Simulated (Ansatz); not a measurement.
Base system: BP in the zinc blende structure (space group F-43m, No. 216; a = 4.5202 Å). Axes: x, y, z lie along the cube axes.

Calculations: Kohn–Sham DFT with the PBEsol functional, run in Ansatz (an electronic-structure program) with PAW and 420 eV plane waves, scalar-relativistic without spin-orbit coupling.

Strains are applied to the cell and any free atomic positions relax; under biaxial strain the out-of-plane vector relaxes too.

One change was made to it. Results:

```tsv
quantity	base	after
pressure (mean of the normal stresses, compression positive)	-0.01 GPa	-2.20 GPa
smallest direct gap	3.38 eV	2.81 eV
energy relative to the base (free energy F)	0 meV/atom	+12 meV/atom
```

Task: Which change produced these results?
A. biaxial strain +0.77 %, plane normal [001], relaxed out of plane
B. uniaxial strain ε_yy = −0.89 %
C. strain tensor (xx, yy, zz, yz, xz, xy) = (+1.35, +0.35, −0.26, +1.35, −0.31, −1.29) %
D. biaxial strain +1.74 %, plane normal [111], relaxed out of plane
E. uniaxial strain ε_xx = −1.18 %

Result: C, strain tensor (xx, yy, zz, yz, xz, xy) = (+1.35, +0.35, −0.26, +1.35, −0.31, −1.29) %. For comparison, the energy relative to the base in the other runs: uniaxial strain ε_yy = −0.89 % gives +1.0 meV/atom; biaxial strain +1.74 %, plane normal [111], relaxed out of plane gives +9.6 meV/atom; biaxial strain +0.77 %, plane normal [001], relaxed out of plane gives +1.6 meV/atom; uniaxial strain ε_xx = −1.18 % gives +1.7 meV/atom.

Whether these cells are dynamically stable was not tested.
